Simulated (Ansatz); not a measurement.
## MgTe: band gap against strain

MgTe (zinc blende, F-43m, 33.375 Å³/atom at rest) under an equal strain ε in the (001) plane with the normal axis free, as in a coherent film. PBEsol in Ansatz, a plane-wave DFT program (PAW, default set), 420 eV, 9×9×9 Γ-centred mesh, Fermi-Dirac smearing 0.05 eV; ions are relaxed within the symmetry of each cell. Gaps are the smallest over the k-mesh and a band path, without spin-orbit coupling; in all rows the valence edge lies at Γ and the conduction edge at Γ.

Here s stands for strain and Eg for gap.

| strain (%) | gap (eV) |
|---|---|
| 0.00 | 2.347 |
| 0.50 | 2.312 |
| 1.00 | 2.278 |
| 1.50 | 2.243 |
| 3.00 | ? |

Problem. Using a straight line, estimate the missing Eg at s = 3.00 from the other rows, showing the fit.

Solution. Means: s 0.75000, Eg 2.2950. About the means, the sum of products is -0.086500 and the sum of squares of s is 1.2500; the slope is their ratio. Least squares gives Eg = 2.3469 - 0.06920·s. Residuals (row less fit): 0.0001, -0.0003, 0.0003, -0.0001; standard error 0.0003 (degrees of freedom: 2). Over these rows the gap moves by -6.9 ± 0.03 eV per unit strain. At the withheld row, Eg = 2.3469 - 0.06920 × 3.0 = 2.1393 eV. The calculation gives 2.144 eV, 0.0047 eV above the prediction (2.3 % of the range of Eg in the table). The row lies outside the fitted rows, so this is an extrapolation. The fitted rows scatter only by rounding.

One order more, fitted to all 7 runs of the series, follows each within 0.001, so the miss is the next term of a smooth law. MgTe stands in this structure, whereas wurtzite is the usual form. Spin-orbit coupling is left out, which can shift this property for MgTe. Rows are the converged runs of the series near zero and its far end; series whose fitted rows scatter by over a few per cent of the range, as at a crossing or softening among them, aren't shown in this form. Most that stay on the fit to the last digits aren't either.
